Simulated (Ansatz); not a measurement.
# Ansatz run on CaTiN2 (I-42d, 8 atoms in the cell): self-consistent single point

Method: LDA (PW92), default PAW files made with PBE (plane waves; Ansatz, a quantum-chemistry and plane-wave program).

Input as run:

Ansatz 0.2 input:
```yaml
crystal:
  lattice:
    - [-2.428816, 2.428816, 4.786453]
    - [2.428816, -2.428816, 4.786453]
    - [2.428816, 2.428816, -4.786453]
  atoms:
    - { symbol: Ca, position_ang: [-0.000000, 2.428816, 2.393226] }
    - { symbol: Ca, position_ang: [0.000000, 0.000000, 0.000000] }
    - { symbol: Ti, position_ang: [2.428816, 0.000000, 2.393226] }
    - { symbol: Ti, position_ang: [0.000000, 0.000000, 4.786453] }
    - { symbol: N, position_ang: [1.214408, 1.250354, -1.196613] }
    - { symbol: N, position_ang: [1.214408, 1.178462, 3.589840] }
    - { symbol: N, position_ang: [3.607278, 1.214408, 1.196613] }
    - { symbol: N, position_ang: [-1.178462, 1.214408, 5.983066] }
kpoints:
  mp_grid:
    grid: [8, 8, 8]
hamiltonian:
  xc: lda
  pseudopotentials:
    kind: paw
scf:
  occupations:
    method: gaussian
    width: 0.272
output:
  forces: true
  eigenvalues: true
  stress: true
```

Output (repeated stretches shortened):

```
WARN basis.ecutwfc = 420 eV, the default
WARN ansatz: RAYON_NUM_THREADS=1 ignored (pool sized by the plan → 1); use --threads N
Pseudopotentials: kind: paw
Pseudopotential: Ca, paw, valence charge 10
Pseudopotential: Ti, paw, valence charge 12
Pseudopotential: N, paw, valence charge 5
Crystal: 8 atoms, lattice volume = 112.944 Å³
Basis set: ecut = 420 eV, 2195 PW (Γ)
Bands: 40, of which v1, the nominal top of the filled ones, is band 32 counted from 1 (31 counted from 0)
Symmetry: 8 space group operations
Space group: I-42d (ITA 122), of the structure as read, at distance tolerance 4.8e-5 Å
k-points: 59 of 512 (time reversal used)
PAW frozen core: Ca, regenerated for the run's functional, and the local potential with it
PAW frozen core: Ti, regenerated for the run's functional, and the local potential with it
PAW frozen core: N, regenerated for the run's functional, and the local potential with it
Initial density: superposition of atomic densities (neutral atoms: chi_scale 0, normalization atom), corrected by the library's trained network
Initial wavefunctions: pseudopotential atomic-orbital guess
Eigensolver: davidson
Functional: x = slater, c = lda
SCF iter   1: F=—  HF=-9949.590239 eV  |F-HF|=—  |Δ(HF+E_count)|=         —  Δρ=1.05e-2  dr2=1.24e-1  ethr=1.77e-3  ⟨swp⟩=5.9  Hψ=9742  notcnv=0
all-band conjugate gradients solve this SCF's bands
preconditioner: auto → Resta (q_TF=auto, 2.482 Å⁻¹)
SCF iter   2: F=—  HF=-9949.560506 eV  |F-HF|=—  |Δ(HF+E_count)|=   2.97e-2  Δρ=4.09e-3  dr2=1.58e-2  ethr=1.94e-4  ⟨swp⟩=2.2  Hψ=3488  notcnv=0
SCF iter   3: F=—  HF=-9949.556071 eV  |F-HF|=—  |Δ(HF+E_count)|=   4.43e-3  Δρ=1.27e-3  dr2=1.48e-3  ethr=2.46e-5  ⟨swp⟩=2.2  Hψ=3080  notcnv=0
SCF iter   4: F=—  HF=-9949.555690 eV  |F-HF|=—  |Δ(HF+E_count)|=   3.81e-4  Δρ=2.01e-4  dr2=6.11e-5  ethr=2.31e-6  ⟨swp⟩=2.6  Hψ=3571  notcnv=0
SCF iter   5: F=—  HF=-9949.555687 eV  |F-HF|=—  |Δ(HF+E_count)|=   3.09e-6  Δρ=6.53e-5  dr2=4.08e-6  ethr=9.55e-8  ⟨swp⟩=2.0  Hψ=2978  notcnv=0
SCF iter   6: F=—  HF=-9949.555688 eV  |F-HF|=—  |Δ(HF+E_count)|=   8.70e-7  Δρ=1.50e-5  dr2=3.33e-7  ethr=6.38e-9  ⟨swp⟩=3.0  Hψ=4295  notcnv=0
SCF iter   7: F=-9949.555688 eV  HF=-9949.555688 eV  |F-HF|=8.37e-9  |Δ(HF+E_count)|=   3.01e-8  Δρ=3.73e-6  dr2=1.73e-8  ethr=1.56e-10  ⟨swp⟩=8.6  Hψ=8837  notcnv=0
SCF 1 converged in 7 iterations: F = -9949.555688 eV  dr2 = 1.73e-8
SCF converged after 7 iterations
Free energy (F): -9949.555688 eV
Harris-Foulkes:  -9949.555688 eV  (|F-HF|=8.37e-9)
Internal energy: -9949.555661 eV  (E = F + TS)
E sigma→0 (E₀):  -9949.555674 eV
Entropy (-TS):   -0.000027 eV (-0.003 meV/atom)
Fermi energy:    8.884838 eV
--- Per-component energies (eV) ---
  E_band       = -592.617669
  E_kinetic    = 1624.369158
  E_local      = -4064.418589  (includes V_loc(G=0)·N_el)
  E_nonlocal   = 343.318389
  E_hartree    = 1472.411058
  E_xc         = -704.615278
  E_vxc        = -891.192176  (∫ρ·V_xc dr)
  E_paw        = -4098.830364  (= ΣΔE_a)
  E_vpaw       = -549.520939  (= ΣTr[D̂ρ^β])
  E_aug_tail   = 0.000510  (compensation charges beyond the density's cutoff)
  E_ewald      = -4523.328953
  E_core_change = 1.538408  (= ΣΔE_core)
  E_smearing   = -0.000027  (= −TS)
  E_closure    = 0.000000  (closes the sum)
  Σ components = -9949.555688   (vs F -9949.555688, Δ=0.00e0)
--- Forces (eV/Å), atoms counted from 1 ---
  atom   1  Ca     0.00000000     0.00000000     0.00000000
  atom   2  Ca     0.00000000    -0.00000000     0.00000000
  atom   3  Ti     0.00000000    -0.00000000    -0.00000000
  atom   4  Ti     0.00000000     0.00000000    -0.00000000
  atom   5  N      0.00000000     5.04367701     0.00000000
  atom   6  N      0.00000000    -5.04367701    -0.00000000
  atom   7  N     -5.04367701    -0.00000000     0.00000000
  atom   8  N      5.04367701     0.00000000    -0.00000000
  max |Σ_I F_I| component: 5.20e-18 eV/Å
--- Stress (GPa, compression-positive) ---
       -1.099559       0.000000       0.000000
        0.000000      -1.099559       0.000000
        0.000000       0.000000      -3.649505
  P = ⅓ Tr σ = -1.9495 GPa (-19.495 kbar)
  The stress holds the Pulay correction. Without it, at fixed plane waves, as pw.x and ABINIT print it: P = -2.3595 GPa
--- Band table (eV; the first three rows and the last of 59) ---
  k-point 0: bands = ["-47.8502", "-47.8370", "-28.5998", "-28.5114", "-24.4228", "-24.4228", "-24.4081", "-24.3828", "-24.3828", "-24.3163", "-10.5848", "-10.4418", "-10.4418", "-10.1029", "-10.1029", "-9.9714", "-4.2667", "-2.9017", "-2.8368", [...]
  k-point 1: bands = ["-47.8497", "-47.8375", "-28.5965", "-28.5147", "-24.4235", "-24.4215", "-24.4123", "-24.3841", "-24.3766", "-24.3176", "-10.5872", "-10.4582", "-10.4313", "-10.1271", "-10.0940", "-9.9676", "-4.1438", "-2.9062", "-2.8833", [...]
  k-point 2: bands = ["-47.8482", "-47.8389", "-28.5871", "-28.5241", "-24.4253", "-24.4207", "-24.4163", "-24.3882", "-24.3642", "-24.3217", "-10.5892", "-10.4958", "-10.4001", "-10.1816", "-10.0692", "-9.9653", "-3.8348", "-3.0167", "-3.0025", [...]
  k-point 58: bands = ["-47.8436", "-47.8436", "-28.5562", "-28.5562", "-24.4334", "-24.4334", "-24.3723", "-24.3723", "-24.3616", "-24.3616", "-10.5112", "-10.5112", "-10.3080", "-10.3080", "-10.0228", "-10.0228", "-3.5052", "-3.5052", "-2.8468", [...]
```

The run converged in 7 iterations.

The starting cell was generated: these elements placed on a structure prototype, without a prior relaxation; it need not be a known phase or ordering of this composition. Its lattice was rescaled by a random factor within 2.5 % of one. Forces in this geometry exceed 1 eV/Å. Ansatz's pressure includes its estimate of the finite-basis (Pulay) stress.

Cost on one core of a shared machine: roughly 30 s.
